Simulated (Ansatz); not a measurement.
# Ga interstitial in silicon

The numbers are results of PBE, PAW (plane waves to 420 eV; Ansatz, a quantum-chemistry and plane-wave program), not measurements. The supercell holds 64 host sites (2×2×2 repeats of the unit cell), with a 2×2×2 shifted k-point sampling for the final energies. Site at the start: void with 6Si nearest. Charged cells carry a point-charge image correction with potential alignment at far atoms. Dielectric constants: PBE linear response of the host. Host gap at this level: 0.61 eV. These values are not converged in cell size to better than tenths of an eV. Levels are measured in PBE's own, too narrow, gap. Spin–orbit coupling is left out. Each state is the lowest found from its start.

Formation energies E_f are given with the Fermi level at the valence-band maximum. Chemical conditions: host crystal and elements as references (Δμ(Ga) = 0.00 eV; Ga taken from its element, since no compound that bounds it was computed at this level; only phases computed here count, gases as isolated molecules at 0 K). Reference phases: Ga: alpha gallium.

The name describes the start; the neighbours show where the added atom ended.

| charge | moment (μB) | point group | largest move off a lattice site (Å) | neighbours of the added atom at the end (Å) | image correction with alignment (eV) | E_f, host crystal and elements as references (eV) |
|---|---|---|---|---|---|---|
| +2† | 0.9 | – | 0.13 | Si 2.50, Si 2.50, Si 2.50, Si 2.50 | 0.87 | – |
| +1 | not spin-polarised | Td | 0.13 | Si 2.50, Si 2.50, Si 2.50, Si 2.50 | 0.32 | 2.11 |
| 0† | fractional | – | 0.14 | Si 2.50, Si 2.50, Si 2.50, Si 2.50 | 0.00 | 2.81 |
| −1† | not spin-polarised | – | 0.14 | Si 2.50, Si 2.51, Si 2.51, Si 2.51 | -0.12 | – |

† Not settled in this cell, so no level is given: charge +2: a level filled in part, carriers not clearly localised, level within 0.1 eV of a band edge or past it; charge 0: fractional moment, a level filled in part, carriers not clearly localised, level within 0.1 eV of a band edge or past it; charge −1: a level filled in part, carriers not clearly localised, level within 0.1 eV of a band edge or past it.

Point groups are those of the whole cell at tolerances of 0.03 and 0.1 Å ("near" where only the looser one holds); none is given for unsettled states.

No other site or start that was run ended lower by more than 0.1 eV.
